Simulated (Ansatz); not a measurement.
NbN (P6₃/mmc, No. 194), treated with PBEsol+SOC in Ansatz (plane waves, PAW).

Input file:

Ansatz 0.2 input:
```yaml
crystal:
  lattice:
    - [2.967, 0.0, 0.0]
    - [-1.4835, 2.569497, 0.0]
    - [0.0, 0.0, 5.538]
  atoms:
    - { symbol: N, position: [0.0, 0.0, 0.0] }
    - { symbol: N, position: [0.0, 0.0, 0.5] }
    - { symbol: Nb, position: [0.333333, 0.666667, 0.25] }
    - { symbol: Nb, position: [0.666667, 0.333333, 0.75] }
basis:
  ecutwfc: 520
  ecutrho_ratio: 4
  xc_grid: 2
kpoints:
  mp_grid: { grid: [24, 24, 10] }
hamiltonian:
  xc: pbesol
  dispersion: none
  pseudopotentials: { azcp: { folder: ./paw }, kind: paw_fr }
scf:
  occupations: { method: fermi_dirac, width: 0.05 }
  convergence: { dr2_threshold: 0.0000000004 }
output:
  forces: true
  stress: true
  eigenvalues: true
magnetization:
  noncollinear: true
  spin_orbit: true
```

Output (set-up and result lines):

```
WARN the atoms were moved onto the symmetric positions of the space group found under crystal.symmetry.tolerance 1.0e-5 (fractional …
Crystal: 4 atoms, lattice volume = 42.220 Å³
Basis set: ecut = 520 eV, 1161 PW (Γ), exchange–correlation on 48×48×90 points (8 copies of the dense FFT grid, shifted against one another)
Bands: 44, of which v1, the nominal top of the filled ones, is band 36 counted from 1 (35 counted from 0)
Symmetry: 24 space group operations + 24 with time reversal
k-points: 366 of 5760
Initial density: superposition of atomic densities (chi_scale 0.1, normalization cell, long waves kept (reshape's long-wave potential 0.00 eV rms))
Functional: x = pbesol(κ = 0.804, μ = 0.12345679012345678), c = pbesol(β = 0.046)
spin=Noncollinear: Kerker preconditioning applied to the charge; magnetization (m_x, m_y, m_z) channels mix plain (no charge-response kernel on spin).
SCF 1 converged in 9 iterations: F = -9755.139417 eV  dr2 = 1.74e-10
SCF converged after 9 iterations
Free energy (F): -9755.139417 eV
Internal energy: -9755.132587 eV  (E = F + TS)
E sigma→0 (E₀):  -9755.136002 eV
Fermi energy:    20.206349 eV
--- Stress (GPa, compression-positive) ---
       -3.314654       0.000000       0.000000
        0.000000      -3.314654       0.000000
        0.000000       0.000000      -4.588074
  P = ⅓ Tr σ = -3.7391 GPa (-37.391 kbar)
```

The PAW data were made under PBE.

Note: the run has no spin polarisation, so it can have missed a magnetic state. Note: cell and atoms aren't relaxed at this level (pressure -3.7 GPa).

The result took roughly 110 core-seconds.

Ansatz is a first-principles code.
